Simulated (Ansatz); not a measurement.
Base system: HfB2 (space group P6/mmm, No. 191; a = 3.146 Å, c = 3.486 Å; relaxed with 0.1 eV smearing). Axes: x lies along a and z along c of the hexagonal cell.

Computed with PBE (Ansatz, an electronic-structure program), spin-orbit coupling left out.

For the base:

```
Property          Result
---------------  -------
Pressure         0.0 GPa
Volume per atom  9.96 Å³
```

Modification: compressive biaxial strain of 0.50 % in the plane normal to [001], as in epitaxy on a mismatched substrate; the out-of-plane cell vector and the atoms relax.

**Question.** Predict the new pressure and volume per atom.

**Answer.** The pressure (mean of the normal stresses, compression positive) goes from zero to 2.0 GPa; the volume per atom drops by 0.07 Å³ (9.96 Å³ → 9.89 Å³).

No phonon test of stability was made. The final runs are not spin-polarised.
